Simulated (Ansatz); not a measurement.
**BaTiO3: response to strain**

The reference is BaTiO3 in the cubic perovskite structure (space group Pm-3m, No. 221).

```
BaTiO3
1.0
    3.93456     0.00000     0.00000
    0.00000     3.93456     0.00000
    0.00000     0.00000     3.93456
Ba Ti O
1 1 3
Cartesian
  0.00000   0.00000   0.00000
  1.96728   1.96728   1.96728
  1.96728   0.00000   1.96728
  0.00000   1.96728   1.96728
  1.96728   1.96728   0.00000
```

Cartesian axes are those of the cell as printed.

Strains are applied to the cell and any free atomic positions relax; under biaxial strain the out-of-plane vector relaxes too.

Computed with LDA (Ansatz, a program for electronic structure, PAW, spin-orbit coupling left out).

Computed cases, in order: the unstrained base; biaxial strain +0.50 %, plane normal [111], relaxed out of plane; biaxial strain +1.00 %, plane normal [111], relaxed out of plane; biaxial strain +1.50 %, plane normal [111], relaxed out of plane; biaxial strain +2.00 %, plane normal [111], relaxed out of plane; biaxial strain +2.50 %, plane normal [111], relaxed out of plane.

**Question.** Between which two neighbouring cases does the gap turn between direct and indirect?

**Answer.** Between biaxial strain +1.50 %, plane normal [111], relaxed out of plane (1.69 eV, indirect, T → Γ) and biaxial strain +2.00 %, plane normal [111], relaxed out of plane (1.65 eV, direct at Γ). The whole series: the unstrained base: 1.83 eV, indirect, R → Γ; biaxial strain +0.50 %, plane normal [111], relaxed out of plane: 1.78 eV, indirect, T → Γ; biaxial strain +1.00 %, plane normal [111], relaxed out of plane: 1.74 eV, indirect, T → Γ; biaxial strain +1.50 %, plane normal [111], relaxed out of plane: 1.69 eV, indirect, T → Γ; biaxial strain +2.00 %, plane normal [111], relaxed out of plane: 1.65 eV, direct at Γ; biaxial strain +2.50 %, plane normal [111], relaxed out of plane: 1.60 eV, direct at Γ.

Stability against distortions was not tested. The final runs are not spin-polarised. Many cubic perovskites are stable only at high temperature; tilts and polar distortions were not tested. This is not the structure that BaTiO3 has at room temperature and ambient pressure. Labels are those of the standard path for the cell's own space group.
